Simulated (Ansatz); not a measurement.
**A computed series for BN: response to strain**

Consider BN in the zinc blende structure (space group F-43m, No. 216).

```cif
data_B4N4
_chemical_formula_sum 'B4 N4'
_space_group_name_H-M_alt 'F-43m'
_space_group_IT_number 216
_space_group_name_Hall 'F -4 2 3'
_cell_length_a 3.62468
_cell_length_b 3.62468
_cell_length_c 3.62468
_cell_angle_alpha 90.000
_cell_angle_beta 90.000
_cell_angle_gamma 90.000
loop_
_atom_site_label
_atom_site_type_symbol
_atom_site_symmetry_multiplicity
_atom_site_Wyckoff_symbol
_atom_site_fract_x
_atom_site_fract_y
_atom_site_fract_z
_atom_site_occupancy
B1 B 4 a 0.00000 0.00000 0.00000 1
N1 N 4 d 0.75000 0.75000 0.75000 1
```
(The calculation used a cell of 2 atoms; values per cell refer to that cell.)

Strains are applied to the cell and any free atomic positions relax.

All numbers come from PBE/PAW in Ansatz (an electronic-structure program), spin-orbit coupling left out.

```json
[
 {"isotropic strain (%)": "-3", "band gap (eV)": "4.55"},
 {"isotropic strain (%)": "-2", "band gap (eV)": "?"},
 {"isotropic strain (%)": "-1", "band gap (eV)": "4.49"},
 {"isotropic strain (%)": "-0.5", "band gap (eV)": "4.48"},
 {"isotropic strain (%)": "0", "band gap (eV)": "4.46"},
 {"isotropic strain (%)": "0.5", "band gap (eV)": "4.45"},
 {"isotropic strain (%)": "1", "band gap (eV)": "4.43"},
 {"isotropic strain (%)": "2.5", "band gap (eV)": "4.38"},
 {"isotropic strain (%)": "3", "band gap (eV)": "4.36"}
]
```

Q: Fit E_g = E₀ + Dε (ε in %) to the rows shown and predict the withheld row.

A: Least squares on the printed values gives E₀ = 4.46 eV, D = -31.6 meV per % of strain (largest residual 0.01 eV); this predicts 4.52 eV, and the run gives 4.53 eV, in agreement.

Stability against distortions was not tested.
